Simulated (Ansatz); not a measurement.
```
CELL_PARAMETERS angstrom
     -0.05996     2.55437     2.55437
      2.55437    -0.05996     2.55437
      2.55437     2.55437    -0.05996
ATOMIC_POSITIONS crystal
  Sr 0.00000 0.00000 0.00000
  O  0.50000 0.50000 0.50000
```

Computed with r2SCAN, rigid bands (plane waves, PAW, scalar-relativistic; Ansatz, a quantum-chemistry and plane-wave program). Condition of this run: biaxial stress in (111) of -3.6 GPa (compression positive) (the target of the relaxation). Cell: cell and atoms relaxed with PBEsol, then loaded as said.

Problem. What conductivity effective mass do dilute holes have at 300 K?

Solution. 1.64 mₑ.

Problem. What conductivity effective mass do dilute electrons have at 300 K?

Solution. 0.52 mₑ.

Problem. And the band gap?

Solution. 3.75 eV at this level; semilocal functionals usually fall short of the measured gap.

Rigid bands, one relaxation time for all states, no polarons. Spin-orbit coupling is left out; where it splits the top of the valence band it changes the hole mass and lowers the gap by about a third of the splitting. Geometry: cell and atoms relaxed with PBEsol.
